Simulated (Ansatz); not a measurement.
## ZnCu under a change: pressure 30 GPa

Take ZnCu in the CsCl type structure (space group Pm-3m, No. 221; a = 2.919 Å) as the base.

The change: a hydrostatic pressure of 30 GPa.

The values are results of Kohn–Sham DFT with the r2SCAN functional, run in Ansatz (a quantum-chemistry and plane-wave program) with PAW and 500 eV plane waves, no SOC, not measurements. Γ-centred 16×16×16 mesh, Fermi–Dirac width 0.05 eV.

The volume per atom shrinks by 1.76 Å³ to 10.67 Å³ and the density goes up by 1.42 g/cm³, from 8.61 g/cm³ to 10.03 g/cm³. The lattice parameter a shrinks by 0.145 Å (2.919 Å → 2.774 Å) and the shortest interatomic distance drops by 0.126 Å to 2.402 Å. The band gap stays zero.

Load acts through the strain it causes; cell and atoms are relaxed under it. No phonon test of stability was made. No other phases were tried under pressure. All final runs are without spin polarisation.
